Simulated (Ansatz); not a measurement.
**A computed series for AlN: pressure series**

Take AlN in the rock salt structure (space group Fm-3m, No. 225; a = 4.045 Å; a model cell, its experimental status unchecked) as the base.

Cell and atoms are relaxed at each pressure.

All numbers come from PBEsol in Ansatz (plane waves to 420 eV, PAW, no SOC).

```json
[
 {"pressure (GPa)": "-2", "volume per atom (Å³/atom)": "8.339"},
 {"pressure (GPa)": "-1", "volume per atom (Å³/atom)": "8.306"},
 {"pressure (GPa)": "0", "volume per atom (Å³/atom)": "8.275"},
 {"pressure (GPa)": "0.3", "volume per atom (Å³/atom)": "8.265"},
 {"pressure (GPa)": "0.7", "volume per atom (Å³/atom)": "8.253"},
 {"pressure (GPa)": "1.5", "volume per atom (Å³/atom)": "?"},
 {"pressure (GPa)": "3", "volume per atom (Å³/atom)": "8.183"},
 {"pressure (GPa)": "7.5", "volume per atom (Å³/atom)": "8.054"},
 {"pressure (GPa)": "10", "volume per atom (Å³/atom)": "7.986"}
]
```

Q: Fit the third-order Birch–Murnaghan form P(V) = (3B₀/2)[(V₀/V)^(7/3) − (V₀/V)^(5/3)]·[1 + (3/4)(B₀′ − 4)((V₀/V)^(2/3) − 1)] (squares taken in P) to the rows shown and predict the withheld row.

A: Least squares on the printed values gives V₀ = 8.275 Å³/atom, B₀ = 264 GPa, B₀′ = 3.7; this predicts 8.228 Å³/atom, and the run gives 8.228 Å³/atom, in agreement.

Load acts through the strain it causes; cell and atoms are relaxed under it. Stability against distortions was not tested. Competing high-pressure phases were not computed. The base started in Pnma and relaxed to Fm-3m at this level. This is not the structure that AlN has at room temperature and ambient pressure.

Ansatz is a first-principles code.
